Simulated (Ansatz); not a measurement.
The structure below was relaxed with Ansatz (a program for electronic structure) r2SCAN, spin-orbit coupling left out.

```
CELL_PARAMETERS angstrom
      4.89731    -1.35968     0.00000
      4.89731     1.35968     0.00000
     -2.26695     0.00000     4.13183
ATOMIC_POSITIONS crystal
  Os 0.37415 0.37415 0.03999
  Ru 0.87604 0.87604 0.54328
  Ru 0.12396 0.12396 0.45672
  Os 0.62585 0.62585 0.96001
```

Q: Find the space group and the Wyckoff positions.

A: Space group C2/m (No. 12); a = 9.795 Å, b = 2.719 Å, c = 4.713 Å, α = 90.00°, β = 118.75°, γ = 90.00°

| atom | site | symmetry | x | y | z |
|---|---|---|---|---|---|
| Os | 4i | m | 0.3742 | 0.0000 | 0.0400 |
| Ru | 4i | m | 0.1240 | 0.0000 | 0.4567 |

Q: Describe the coordination.

A: The crystal has 8 atoms in its conventional cell. Lattice parameters: a = 9.7946 Å, b = 2.7194 Å, c = 4.7129 Å, α = γ = 90.00°, β = 118.75°. Os is surrounded by 5 Os at 2.650–2.719 Å and 7 Ru at 2.659–2.726 Å (anticuboctahedral). Ru sees 5 Ru at 2.649–2.719 Å and 7 Os at 2.659–2.726 Å (anticuboctahedral). (Neighbours: up to the widest gap in distance over summed covalent radii, below 1.35, at either atom.)

These are small ordered cells, not random alloys; other orderings at the same x differ. Stability against distortions was not tested. The final runs are not spin-polarised. The cell was made from Os by this change: x(Ru) = 0.5, 4 atoms, C2/m.
